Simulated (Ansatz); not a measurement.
Zinc-blende BeS, treated with r²SCANh (plane waves, PAW; Ansatz, a first-principles code).

Settings: plane-wave cutoff 520 eV, 10×10×10 k mesh, Fermi–Dirac smearing 0.01 eV, scalar-relativistic PAW data made under PBE.

Properties against volume:

| V (Å³/atom) | P (GPa) | direct gap at Γ (eV) | smallest gap on the k mesh (eV) |
|---|---|---|---|
| 13.657 | 5.57 | 6.882 | 4.045 |
| 14.016 | 2.61 | 6.902 | 4.107 |
| 14.223 | 1.06 | 6.912 | 4.141 |
| 14.735 | -2.35 | 6.930 | 4.217 |
| 15.095 | -4.42 | 6.789 | 4.266 |

The fundamental gap (4.16 eV at the equilibrium volume, on the SCF mesh) lies elsewhere than Γ–Γ.
